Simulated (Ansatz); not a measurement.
# Ti: stress against strain

Ti (hcp, P6_3/mmc, 16.745 Å³/atom at rest, c along z) under a strain ε along a direction in the basal plane (axis x), the other axes held. PBEsol in Ansatz, a plane-wave DFT program (PAW, default set), 420 eV, 23×23×13 Γ-centred mesh, Fermi-Dirac smearing 0.10 eV; ions are relaxed within the symmetry of each cell. Stress is positive for a compressed cell.

Here s stands for strain and y for stress xx.

```csv
strain (%),stress xx (GPa)
-3.00,?
-1.50,2.63
-1.00,1.73
-0.50,0.88
0.00,0.00
0.50,-0.86
1.00,-1.67
1.50,-2.39
```

Problem. Using a straight line, estimate the missing y at s = -3.00 from the other rows, showing the fit.

Solution. Means: s 0, y 0.046. About the means, the sum of products is -11.800 and the sum of squares of s is 7.0000; the slope is their ratio. Least squares gives y = 0.046 - 1.6857·s. Residuals (row less fit): 0.055, -0.002, -0.009, -0.046, -0.063, -0.030, 0.093; standard error 0.061 (degrees of freedom: 5). The slope gives the elastic constant C11 = 169 ± 2 GPa. At the withheld row, y = 0.046 - 1.6857 × (-3.0) = 5.103 GPa. The calculation gives 5.50 GPa, 0.397 GPa above the prediction (5.0 % of the range of y in the table). The row lies outside the fitted rows, so this is an extrapolation. From the scatter of the fitted rows alone, a prediction at this place has a standard error of 0.095 GPa, so the miss is 4.2 times that.

One order more, fitted to all 13 runs of the series, follows each within 0.04, so the miss is the next term of a smooth law. In a metal these values are sensitive to mesh and smearing; energies are taken to zero smearing, stresses follow the free energy. Rows are the converged runs of the series near zero and its far end; series whose fitted rows scatter by over a few per cent of the range, as at a crossing or softening among them, aren't shown in this form. Most that stay on the fit to the last digits aren't either.
